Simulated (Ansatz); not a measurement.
The reference is CsPbBr$_{3}$ in the cubic perovskite structure (space group Pm-3m, No. 221; a = 5.7702 Å). Axes: x, y, z lie along the cube axes.

Computed with LDA in Ansatz (plane waves to 420 eV, PAW, no SOC).

Strains are applied to the cell and any free atomic positions relax.

One change was made to it. Results:

| quantity | base | after |
|---|---|---|
| band gap | 1.17 eV | 1.15 eV |
| hole mass | 0.11 mₑ (at R) | 0.13 mₑ along z, 0.11 mₑ across (at R) |
| energy relative to the base (free energy F) | 0 meV/atom | +3.9 meV/atom |

Task: Which of these changes matches the shifts?
A) uniaxial strain ε_zz = +3.00 %
B) uniaxial strain ε_zz = +1.20 %
C) uniaxial strain ε_zz = +0.60 %
D) uniaxial strain ε_zz = +2.40 %

Result: D, uniaxial strain ε_zz = +2.40 %. For comparison, the energy relative to the base in the other runs: uniaxial strain ε_zz = +3.00 % gives +6.0 meV/atom; uniaxial strain ε_zz = +0.60 % gives +0.3 meV/atom; uniaxial strain ε_zz = +1.20 % gives +1.0 meV/atom.

Spin-orbit coupling, missing from the scalar runs, can matter with Pb. Effective masses come from finite differences of ±0.01 Å⁻¹. No phonon test of stability was made. Many cubic perovskites are stable only at high temperature; tilts and polar distortions were not tested. This is not the structure that CsPbBr3 has at room temperature and ambient pressure.

Ansatz is a program for electronic structure.
